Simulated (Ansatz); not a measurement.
Consider Sn in the diamond structure (space group Fd-3m, No. 227; a = 6.6562 Å; relaxed with 0.1 eV smearing). Axes: x, y, z lie along the cube axes.

Calculations: plane-wave PAW DFT at the PBE level (Ansatz, a quantum-chemistry and plane-wave program, 420 eV), no SOC.

The change: every lattice vector is shortened by 3.00 %, atoms relaxed at fixed cell.

Task: Predict the stress tensor and what it implies for the stiffness.

Result: Stress of the strained cell less that of the base (GPa, compression positive):
```
    4.1     0.0     0.0
    0.0     4.1     0.0
    0.0     0.0     4.1
```

Then B = −ΔP/(ΔV/V₀) with ΔV/V₀ = -0.0873 gives secant stiffness values (nonlinear terms included at this strain): B ≈ 47 GPa.

As a check, the harmonic strain energy −½ V₀ Δσ:ε is 42 meV/atom; the computed energy rise is 37 meV/atom.

Whether these cells are dynamically stable was not tested.
